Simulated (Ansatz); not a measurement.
BaO (Fm-3m), PBEsol, rigid bands in Ansatz (a program for electronic structure): band gap 1.84 eV, N_c = 3.32e19 cm⁻³ and N_v = 1.67e20 cm⁻³ at 300 K, conductivity masses of 0.501 mₑ (electrons) and 0.990 mₑ (holes). Take k_BT = 0.02585 eV.

Task: What thermal injection velocity √(2k_BT/πm) limits a ballistic channel?

Result: 7.60e6 cm/s for electrons and 5.41e6 cm/s for holes, a ratio of √(m_h/m_e) = 1.41, for dilute carriers.

Task: What built-in voltage has an abrupt junction with N_A = 1e17 and N_D = 1e18 cm⁻³, all dopants ionised?

Result: V_bi = E_g/e − (k_BT/e) ln(N_c N_v/(N_A N_D)) = 1.84 − 0.02585 × 10.92 = 1.56 V. It follows the computed gap one for one.

Task: Find the intrinsic carrier density and the intrinsic Fermi level.

Result: n_i = √(N_c N_v) exp(−E_g/2k_BT) = 7.45e19 × exp(−35.59) = 2.6e4 cm⁻³. The level lies (k_BT/2) ln(N_v/N_c) = 21 meV from mid-gap (positive towards the conduction band). Each 0.1 eV added to the gap lowers n_i by a factor of 6.9.

Rigid, parabolic bands with the computed gap; masses take one relaxation time for all states. Spin-orbit coupling is left out; where it splits the top of the valence band, N_v and the p-type Seebeck coefficient come out somewhat high without it.
